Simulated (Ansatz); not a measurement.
Ge, pressure series

Base system: Ge in the diamond structure (space group Fd-3m, No. 227; a = 5.6727 Å).

Cell and atoms are relaxed at each pressure.

Method: Kohn–Sham DFT with the r2SCAN functional, run in Ansatz (an electronic-structure program) with PAW and 500 eV plane waves, no SOC, earlier PAW set.

Two rows of this table had their results exchanged by mistake.

| pressure | volume per atom (Å³) | shortest distance (Å) | band gap |
|---|---|---|---|
| pressure −2 GPa | 23.52 | 2.481 | 0.07 eV |
| pressure −1 GPa | 23.15 | 2.468 | 0.22 eV |
| pressure 1.8 GPa | 22.28 | 2.437 | 0.52 eV |
| pressure 4.2 GPa | 21.67 | 2.414 | 0.62 eV |
| pressure 9 GPa | 17.95 | 2.268 | 0.38 eV |
| pressure 18 GPa | 19.27 | 2.322 | 0.53 eV |
| pressure 30 GPa | 20.66 | 2.376 | 0.65 eV |
| pressure 45 GPa | 16.76 | 2.216 | 0.22 eV |
| pressure 60 GPa | 15.85 | 2.176 | 0.08 eV |

Problem. Which two?

Solution. The rows for pressure 9 GPa and pressure 30 GPa: the volume has to fall steadily with pressure, so 20.66 Å³ belongs to pressure 9 GPa and 17.95 Å³ to pressure 30 GPa.

Load acts through the strain it causes; cell and atoms are relaxed under it. Whether these cells are dynamically stable was not tested. Measured, Ge leaves this structure (for the β-tin structure) near 10.6 GPa (room temperature; as listed in arXiv:1906.07825). A zero or small gap of Ge under pressure −2 GPa, Ge under pressure −1 GPa, Ge under pressure 45 GPa and Ge under pressure 60 GPa can be the functional's error rather than a property of the material.
